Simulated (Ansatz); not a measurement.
**HfN, response to strain**

The reference is HfN in the rock salt structure (space group Fm-3m, No. 225; relaxed with 0.1 eV smearing).

```
HfN
1.0
    0.00000     2.26285     2.26285
    2.26285     0.00000     2.26285
    2.26285     2.26285     0.00000
Hf N
1 1
Direct
  0.00000   0.00000   0.00000
  0.50000   0.50000   0.50000
```

Cartesian axes are those of the cell as printed.

Strains are applied to the cell and any free atomic positions relax; under biaxial strain the out-of-plane vector relaxes too.

The values are results of r2SCAN (Ansatz, an electronic-structure program), scalar-relativistic without spin-orbit coupling, not measurements.

Notes on the quantities. in-plane stress: mean in-plane stress (compression positive); energy relative to the base: free energy F.

```json
[
 {"variant": "base", "out-of-plane strain": "–", "in-plane stress": "–", "energy relative to the base": "0 meV/atom", "shortest interatomic distance": "226.3 pm"},
 {"variant": "biaxial strain −3.00 %, plane normal [001], relaxed out of plane", "out-of-plane strain": "+1.21 %", "in-plane stress": "+24.8 GPa", "energy relative to the base": "+50 meV/atom", "shortest interatomic distance": "219.5 pm"},
 {"variant": "biaxial strain −2.50 %, plane normal [001], relaxed out of plane", "out-of-plane strain": "+1.01 %", "in-plane stress": "+20.0 GPa", "energy relative to the base": "+34 meV/atom", "shortest interatomic distance": "220.6 pm"},
 {"variant": "biaxial strain −2.00 %, plane normal [001], relaxed out of plane", "out-of-plane strain": "+0.80 %", "in-plane stress": "+15.5 GPa", "energy relative to the base": "+21 meV/atom", "shortest interatomic distance": "221.8 pm"},
 {"variant": "biaxial strain −1.50 %, plane normal [001], relaxed out of plane", "out-of-plane strain": "+0.60 %", "in-plane stress": "+11.2 GPa", "energy relative to the base": "+12 meV/atom", "shortest interatomic distance": "222.9 pm"},
 {"variant": "biaxial strain −1.00 %, plane normal [001], relaxed out of plane", "out-of-plane strain": "+0.40 %", "in-plane stress": "+7.3 GPa", "energy relative to the base": "+5.1 meV/atom", "shortest interatomic distance": "224.0 pm"},
 {"variant": "biaxial strain −0.50 %, plane normal [001], relaxed out of plane", "out-of-plane strain": "+0.20 %", "in-plane stress": "+3.5 GPa", "energy relative to the base": "+1.3 meV/atom", "shortest interatomic distance": "225.2 pm"}
]
```

No phonon test of stability was made. The final runs are not spin-polarised. An odd electron count without spin: HfN.
